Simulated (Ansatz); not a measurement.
Cell and atoms of amorphous Si24O47Cl2:

```yaml
crystal:
  lattice:
    - [9.87055, 0.20506, -0.14284]
    - [0.20506, 10.78813, 0.29123]
    - [-0.14284, 0.29123, 10.60056]
  atoms:
    - { symbol: Si, position: [0.31355, 0.78622, 0.25827] }
    - { symbol: Si, position: [0.04987, 0.63602, 0.77819] }
    - { symbol: Si, position: [0.50222, 0.90182, 0.42887] }
    - { symbol: Si, position: [0.89207, 0.31459, 0.43800] }
    - { symbol: Si, position: [0.59581, 0.31971, 0.38521] }
    - { symbol: Si, position: [0.17434, 0.04698, 0.16786] }
    - { symbol: Si, position: [0.68886, 0.08671, 0.27626] }
    - { symbol: Si, position: [0.33524, 0.03850, 0.60532] }
    - { symbol: Si, position: [0.78475, 0.52877, 0.71067] }
    - { symbol: Si, position: [0.06671, 0.92344, 0.67944] }
    - { symbol: Si, position: [0.73572, 0.54271, 0.43692] }
    - { symbol: Si, position: [0.27336, 0.43261, 0.77437] }
    - { symbol: Si, position: [0.30399, 0.30940, 0.51222] }
    - { symbol: Si, position: [0.23565, 0.27805, 0.01862] }
    - { symbol: Si, position: [0.63158, 0.98028, 0.65580] }
    - { symbol: Si, position: [0.12556, 0.28836, 0.27498] }
    - { symbol: Si, position: [0.77851, 0.31250, 0.88089] }
    - { symbol: Si, position: [0.88262, 0.07102, 0.50993] }
    - { symbol: Si, position: [0.76212, 0.69925, 0.19089] }
    - { symbol: Si, position: [0.86309, 0.54910, 0.96525] }
    - { symbol: Si, position: [0.87447, 0.95380, 0.12054] }
    - { symbol: Si, position: [0.48319, 0.67118, 0.06131] }
    - { symbol: Si, position: [0.84213, 0.01923, 0.84758] }
    - { symbol: Si, position: [0.49448, 0.39998, 0.96843] }
    - { symbol: O, position: [0.28052, 0.40181, 0.62610] }
    - { symbol: O, position: [0.22625, 0.95704, 0.68280] }
    - { symbol: O, position: [0.44496, 0.78372, 0.35765] }
    - { symbol: O, position: [0.98027, 0.01453, 0.76755] }
    - { symbol: O, position: [0.58226, 0.98584, 0.32628] }
    - { symbol: O, position: [0.82547, 0.58934, 0.10600] }
    - { symbol: O, position: [0.75750, 0.66206, 0.34204] }
    - { symbol: O, position: [0.51451, 0.52330, 0.04871] }
    - { symbol: O, position: [0.05685, 0.77962, 0.72773] }
    - { symbol: O, position: [0.21229, 0.12779, 0.03725] }
    - { symbol: O, position: [0.42847, 0.44136, 0.82880] }
    - { symbol: O, position: [0.99055, 0.95289, 0.54005] }
    - { symbol: O, position: [0.99962, 0.62107, 0.92458] }
    - { symbol: O, position: [0.61145, 0.73399, 0.12903] }
    - { symbol: O, position: [0.18231, 0.14299, 0.28216] }
    - { symbol: O, position: [0.35087, 0.69257, 0.14780] }
    - { symbol: O, position: [0.74718, 0.58723, 0.84872] }
    - { symbol: O, position: [0.85325, 0.82019, 0.19193] }
    - { symbol: O, position: [0.74391, 0.06790, 0.59060] }
    - { symbol: O, position: [0.73445, 0.27986, 0.46494] }
    - { symbol: O, position: [0.60824, 0.22474, 0.26874] }
    - { symbol: O, position: [0.88322, 0.46386, 0.45680] }
    - { symbol: O, position: [0.96386, 0.20120, 0.52986] }
    - { symbol: O, position: [0.81793, 0.16580, 0.87546] }
    - { symbol: O, position: [0.46000, 0.30083, 0.46446] }
    - { symbol: O, position: [0.01996, 0.00361, 0.16239] }
    - { symbol: O, position: [0.88335, 0.39596, 0.96315] }
    - { symbol: O, position: [0.20576, 0.35410, 0.38994] }
    - { symbol: O, position: [0.61602, 0.46939, 0.36009] }
    - { symbol: O, position: [0.96272, 0.30385, 0.29990] }
    - { symbol: O, position: [0.74551, 0.05208, 0.13927] }
    - { symbol: O, position: [0.77021, 0.37778, 0.73625] }
    - { symbol: O, position: [0.69517, 0.57506, 0.58219] }
    - { symbol: O, position: [0.36634, 0.97708, 0.47190] }
    - { symbol: O, position: [0.59948, 0.87001, 0.55723] }
    - { symbol: O, position: [0.15171, 0.34550, 0.13119] }
    - { symbol: O, position: [0.19693, 0.33364, 0.87289] }
    - { symbol: O, position: [0.19891, 0.56931, 0.77347] }
    - { symbol: O, position: [0.87832, 0.93132, 0.97227] }
    - { symbol: O, position: [0.27838, 0.92662, 0.19580] }
    - { symbol: O, position: [0.39522, 0.30633, 0.04394] }
    - { symbol: O, position: [0.63490, 0.32266, 0.95134] }
    - { symbol: O, position: [0.26682, 0.17511, 0.57460] }
    - { symbol: O, position: [0.70959, 0.94781, 0.79153] }
    - { symbol: O, position: [0.48259, 0.04663, 0.68149] }
    - { symbol: O, position: [0.82934, 0.06887, 0.36303] }
    - { symbol: O, position: [0.94234, 0.56599, 0.68872] }
    - { symbol: Cl, position: [0.15231, 0.71803, 0.35047] }
    - { symbol: Cl, position: [0.44082, 0.76018, 0.88974] }
```

Methods: PBE, scalar-relativistic without spin-orbit coupling (Ansatz, a quantum-chemistry and plane-wave program); r2SCAN, scalar-relativistic without spin-orbit coupling (Ansatz); HSE06, scalar-relativistic without spin-orbit coupling (Ansatz). Neutral PBE cell, which sets geometry, pressure and energy: sampling: a 2×2×2 Γ-centred mesh; Fermi-Dirac width 0.02 eV; no spin polarisation. Exact exchange is cut at the faces of this 10 Å cell, which leaves hybrid gaps a finite-size error.

A CHGNet melt-quench gave the starting glass, which DFT then relaxed. Anions were pushed apart under 1.9 Å during the dynamics, to hinder bonds among them. The hot cell started wider than the set density and was brought back towards it in steps. It is the lowest in DFT energy of 2 quenches. It is a model cell: composition and starting density were chosen by hand, and all elements were melted together. No dispersion term was used. Its density started from a set value of 2.21 and ended at 2.21 g/cm³. The simulated quench (nominally 320 K/ps over its main leg) is rapid and tends to freeze in more defects than a deposited or slowly cooled glass has. A cell of this size samples the disorder only roughly. The volume was held where the preparation left it and the shape relaxed.

### Question
Give the pressure, the energy against reference phases and the spacing of the highest filled and lowest empty levels.

### Answer

The pressure on a 2×2×2 Γ-centred mesh is 0.45 GPa and the largest force and stress component on that mesh (the relaxation ran on the zone centre alone) is 0.02 eV/Å and 0.5 GPa. The energy relative to alpha cristobalite + SiCl4 gas (lowest mix at this level among the phases computed, not always the ambient ones) is 8.3 kJ/mol of atoms and the level gap on a 2×2×2 Γ-centred mesh (PBE) is 5.39 eV. The level gap at the zone centre (PBE) comes out as 5.41 eV. The level gap at the zone centre (r2SCAN) comes out as 6.10 eV, the level gap at the zone centre (HSE06) is 7.07 eV and the distance between the nearest levels spread over more than a fifth of the atoms or a third of the atoms of their main element (six at least) (PBE, zone centre) is 5.49 eV.

### Question
At PBE and the zone centre, how localised are the states just below and above the Fermi level (participation number: the atoms over which a state spreads)?

### Answer
The highest filled state is spread over 13.3 atoms' worth, largest on O43, with weights by element (charge in smoothed Voronoi cells) O 0.88, Cl 0.08, Si 0.04. The lowest empty state is spread over 67.9 atoms' worth, largest on O57, with weights by element (charge in smoothed Voronoi cells) O 0.69, Si 0.27, Cl 0.03.

At PBE the levels at the filled edge of the gap are localised (band-tail or defect states).

Neighbours within Si-Si 2.60 Å, Si-O 1.90 Å, Si-Cl 2.56 Å, O-O 1.58 Å, O-Cl 2.02 Å, Cl-Cl 2.45 Å count as bonded. Two cations that share two anions don't count as bonded, nor two that share one unless they lie closer than Si-Si 2.38 Å.

Added carriers, by Ansatz with PBE, scalar-relativistic without spin-orbit coupling on the zone centre alone. Charged cells keep the cell fixed and stand in a uniform background, with no image correction, at a width of 0.01 eV; where the count is odd the moment is locked at 1 μB, unless the neutral cell bore moments. Each starts from the undistorted neutral geometry alone. PBE's self-interaction favours spread-out carriers, so it can miss traps that a hybrid finds.

### Question
What happens at PBE when the cell takes an extra electron and the atoms relax?

### Answer
Relaxation lowers the charged cell by 0.02 eV. The largest moves are O31 0.04 Å, O30 0.03 Å, O29 0.03 Å, O44 0.03 Å. The level that holds the added charge spreads over 67.6 atoms' worth, most on O53 (weight 0.02): a carrier spread over the cell. No bond crosses its cut-off with a change of over 0.15 Å (metal-metal contacts aside). Made neutral again at that geometry, the cell lies +0.02 eV from the neutral start.

### Question
What happens at PBE when the cell takes a hole and the atoms relax?

### Answer
Relaxation lowers the charged cell by 0.03 eV. The largest moves are O68 0.09 Å, Cl73 0.07 Å, O50 0.07 Å, O28 0.05 Å. The level that was emptied spreads over 18.3 atoms' worth, most on O43 (weight 0.12): a carrier spread over the cell. No bond crosses its cut-off with a change of over 0.15 Å (metal-metal contacts aside). Made neutral again at that geometry, the cell lies +0.06 eV from the neutral start.
